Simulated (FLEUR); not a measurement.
Band structure of GdSi2Ru2 (I4/mmm, 5 atoms in the cell).

```yaml
crystal:
  lattice:
    - [-2.08079, 2.08079, 4.78677]
    - [2.08079, -2.08079, 4.78677]
    - [2.08079, 2.08079, -4.78677]
  atoms:
    - { symbol: Gd, position: [0.00000, 0.00000, 0.00000], spin: 7.0 }
    - { symbol: Si, position: [0.36650, 0.36650, 0.00000] }
    - { symbol: Si, position: [0.63350, 0.63350, 0.00000] }
    - { symbol: Ru, position: [0.25000, 0.75000, 0.50000] }
    - { symbol: Ru, position: [0.75000, 0.25000, 0.50000] }
```
(The spins are starting values, not results.)

Computed with FLEUR with LDA (Vosko-Wilk-Nusair), all-electron FLAPW (FLEUR), scalar-relativistic valence.

Settings: Kmax = 4 1/bohr; GmaxXC = 12 1/bohr; xcFunctional = vwn; jspins = 2; l_soc = F; mode = hist; fermiSmearingEnergy = 0.00999582 Htr; mesh (inpgen div1-3) = 5 5 5; inpgen gamma flag = false; Gmax = 12 1/bohr; numbands = 0; maxIterBroyd = 25; imix = Anderson; alpha = 0.05.

The starting cell comes from a database of computed structures (which also holds hypothetical and non-ambient phases and stackings), without a prior relaxation at this level. Its lattice was rescaled by a random factor within 2.5 % of one. Spin-orbit coupling is off. The f electrons are in the valence without U or exact exchange, which can misplace them near the Fermi level. Spin-orbit terms, which matter for f shells, are left out. Values depend on the basis (sphere radii, cutoffs, local orbitals), which need not be converged.

Levels in eV from the Fermi level, bands 28 to 35 of the first spin channel:
| point | 28 | 29 | 30 | 31 | 32 | 33 | 34 | 35 |
|---|---|---|---|---|---|---|---|---|
| Γ | -0.51 | -0.51 | -0.47 | -0.38 | -0.08 | 1.38 | 2.97 | 3.52 |
| X | -1.97 | -0.74 | -0.64 | -0.60 | -0.58 | 1.77 | 1.93 | 3.77 |
| Y | -2.01 | -1.39 | -0.73 | -0.30 | 0.39 | 1.78 | 2.00 | 3.84 |
| S | -1.56 | -1.50 | -1.42 | 1.08 | 1.37 | 2.04 | 3.20 | 3.30 |
| Z | -0.15 | 0.54 | 0.54 | 1.25 | 1.38 | 2.41 | 2.44 | 3.67 |
| S1 | -1.56 | -1.50 | -1.42 | 1.08 | 1.37 | 2.04 | 3.20 | 3.30 |
| N | -1.90 | -1.71 | -0.69 | -0.37 | 0.81 | 2.84 | 3.35 | 3.49 |
| P | -1.96 | -0.71 | -0.66 | -0.66 | -0.62 | 1.86 | 1.86 | 3.34 |
| Y1 | -2.01 | -1.39 | -0.73 | -0.30 | 0.39 | 1.78 | 2.00 | 3.84 |
